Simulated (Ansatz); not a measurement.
Start from TiC in the rock salt structure (space group Fm-3m, No. 225; a = 4.328 Å; relaxed with 0.1 eV smearing). Axes: x, y, z lie along the cube axes.

Level of theory: plane-wave PAW DFT at the r2SCAN level (Ansatz, an electronic-structure program, 500 eV), no spin-orbit coupling.

Strains are applied to the cell and any free atomic positions relax; under biaxial strain the out-of-plane vector relaxes too.

One change was made to it. Results:

The energy goes up by 31 meV/atom; the pressure (mean of the normal stresses, compression positive) goes from zero to -10.0 GPa.

Name the change that was made.
(A) strain tensor (xx, yy, zz, yz, xz, xy) = (−1.50, −0.19, +0.27, +0.28, −0.88, +1.38) %
(B) uniaxial strain ε_yy = +4.69 %
(C) uniaxial strain ε_xx = −4.88 %
(D) biaxial strain +4.00 %, plane normal [001], relaxed out of plane

B, uniaxial strain ε_yy = +4.69 %. For comparison, the energy relative to the base in the other runs: uniaxial strain ε_xx = −4.88 % gives +48 meV/atom; strain tensor (xx, yy, zz, yz, xz, xy) = (−1.50, −0.19, +0.27, +0.28, −0.88, +1.38) % gives +11 meV/atom; biaxial strain +4.00 %, plane normal [001], relaxed out of plane gives +53 meV/atom.

Stability against distortions was not tested. The final runs are not spin-polarised.
